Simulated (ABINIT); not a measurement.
Relaxation of cell and atoms of V (Im-3m, 1 atom in the cell) at several settings

```
V
1.0
   -1.49120     1.49120     1.49120
    1.49120    -1.49120     1.49120
    1.49120     1.49120    -1.49120
V
1
Direct
  0.00000   0.00000   0.00000
```

Base: PBE, norm-conserving pseudopotentials (PseudoDojo nc-sr-05 PBE standard) in ABINIT. Its settings: pseudos = [V.upf]; ecut = 42 Ha; occopt = 7; tsmear = 0.272 eV; ngkpt = 12 12 12; nshiftk = 1; shiftk = 0 0 0; potentials = PseudoDojo nc-sr-05 PBE standard; nband = 12; kptopt = 1; nstep = 50; tolvrs = 1e-12. Starting volume 13.26 Å³ per atom.

Each line gives the change from the base single point and the result:

- ionmov: default → 2; ntime: default → 40; tolmxf: default → 0.0001 Ha/bohr; optcell: default → 2; dilatmx: default → 1.08; ecutsm: default → 0.5 Ha: pressure 0.02 GPa; final cell a = b = c = 2.597 Å, α = β = γ = 109.47°; final volume per atom 13.49 Å³; relaxation steps 3; free energy against the base single point -2.2 meV/atom.
- vdw_xc: default → 7; vdw_tol: default → 1e-10 Ha; ionmov: default → 2; ntime: default → 40; tolmxf: default → 0.0001 Ha/bohr; optcell: default → 2; dilatmx: default → 1.08; ecutsm: default → 0.5 Ha [DFT, PBE-D3(BJ), plane waves, norm-conserving pseudopotentials (PseudoDojo nc-sr-05 PBE standard)]: pressure 0.00 GPa; final cell a = b = c = 2.5569 Å, α = β = γ = 109.47°; final volume per atom 12.87 Å³; relaxation steps 4.
- ionmov: default → 2; ntime: default → 40; tolmxf: default → 0.0001 Ha/bohr; optcell: default → 2; dilatmx: default → 1.08; ecutsm: default → 0.5 Ha; strtarget: default → -6.79786e-05 -6.79786e-05 -6.79786e-05 0 0 0 Ha/bohr3: pressure 2.00 GPa; final cell a = b = c = 2.5879 Å, α = β = γ = 109.47°; final volume per atom 13.34 Å³; relaxation steps 3; free energy against the base single point -1.2 meV/atom.

The starting cell comes from a database of computed structures (which also holds hypothetical and non-ambient phases and stackings), without a prior relaxation at this level. Its lattice was rescaled by a random factor within 2.5 % of one. Spin polarisation is off.
